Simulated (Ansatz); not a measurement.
Base system: ZrIr$_{3}$ in the Cu3Au type structure (space group Pm-3m, No. 221; relaxed with 0.1 eV smearing).

```yaml
crystal:
  lattice:
    - [3.93386, 0.00000, 0.00000]
    - [0.00000, 3.93386, 0.00000]
    - [0.00000, 0.00000, 3.93386]
  atoms:
    - { symbol: Zr, position: [0.00000, 0.00000, 0.00000] }
    - { symbol: Ir, position: [0.50000, 0.50000, 0.00000] }
    - { symbol: Ir, position: [0.00000, 0.50000, 0.50000] }
    - { symbol: Ir, position: [0.50000, 0.00000, 0.50000] }
```

Cartesian axes are those of the cell as printed.

Computed with Kohn–Sham DFT with the PBEsol functional, run in Ansatz (a program for electronic structure) with PAW and 420 eV plane waves, spin-orbit coupling left out.

It is then changed as follows: uniaxial strain ε_yy = +5.05 %, all other strain components held at zero, atoms relaxed at fixed cell.

Question: Predict the stress tensor and what it implies for the stiffness.

Answer: Stress of the strained cell less that of the base (GPa, compression positive):
```
   -9.4     0.0     0.0
    0.0   -19.3     0.0
    0.0     0.0    -9.4
```

Then −Δσ_ii/ε with ε = 0.0505 gives secant stiffness values (nonlinear terms included at this strain): C22 ≈ 383 GPa, C12 ≈ 186 GPa and C23 ≈ 186 GPa.

As a check, the harmonic strain energy −½ V₀ Δσ:ε is 46 meV/atom; the computed energy rise is 49 meV/atom.

No phonon test of stability was made. All final runs are without spin polarisation.
